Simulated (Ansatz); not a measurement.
**Al₂Cu (space group Fm-3m, No. 225; a cell from a computed database, its experimental status unchecked)**

```cif
data_Al2Cu
_chemical_formula_sum 'Al2 Cu1'
_space_group_name_H-M_alt 'P 1'
_space_group_IT_number 1
_cell_length_a 4.04942
_cell_length_b 4.04942
_cell_length_c 4.04942
_cell_angle_alpha 60.000
_cell_angle_beta 60.000
_cell_angle_gamma 60.000
loop_
_space_group_symop_operation_xyz
  'x, y, z'
loop_
_atom_site_label
_atom_site_type_symbol
_atom_site_fract_x
_atom_site_fract_y
_atom_site_fract_z
_atom_site_occupancy
Al1 Al 0.25000 0.25000 0.25000 1
Al2 Al 0.75000 0.75000 0.75000 1
Cu1 Cu 0.50000 0.50000 0.50000 1
```

All numbers come from PBEsol (Ansatz, a quantum-chemistry and plane-wave program), no spin-orbit coupling. k-mesh 14×14×14 (Γ-centred); smearing 0.05 eV (Fermi–Dirac).

| Quantity | Result |
|---|---|
| Volume per atom | 15.65 Å³ |
| Density | 4.16 g/cm³ |
| Band gap | zero |
| Total energy | -2546.138 eV/atom (σ→0; compares only within this code and set-up) |

Stability against distortions was not tested. The base started in I4/mmm and relaxed to Fm-3m at this level. The final runs are not spin-polarised.
